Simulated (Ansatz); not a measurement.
## TaSi₂ (model structure, started from the AlB2 type, P6/mmm, No. 191, 3 atoms in the cell): properties by level of theory

| level (code) | equilibrium lattice constant a (Å) | c axis length (Å) | cohesive energy (eV/atom) |
|---|---|---|---|
| PBEsol (Ansatz) | 4.368 | 2.626 | 6.36 |
| PBE-D3(BJ) (Ansatz) | 4.348 | 2.623 | 6.28 |
| r²SCAN (Ansatz) | 4.373 | 2.628 | 5.69 |

Ansatz's density-functional and Hartree–Fock values are scalar-relativistic unless marked +SOC, with PAW data made under PBE.

Free atoms are spin-polarised, in the lowest state found; at levels without +SOC their spin–orbit coupling is left out.

A model structure was made by putting elements into a prototype or built by hand; it is no filed structure, need not be a known phase, and can be a saddle point held by its symmetry.

Ansatz is a first-principles code.
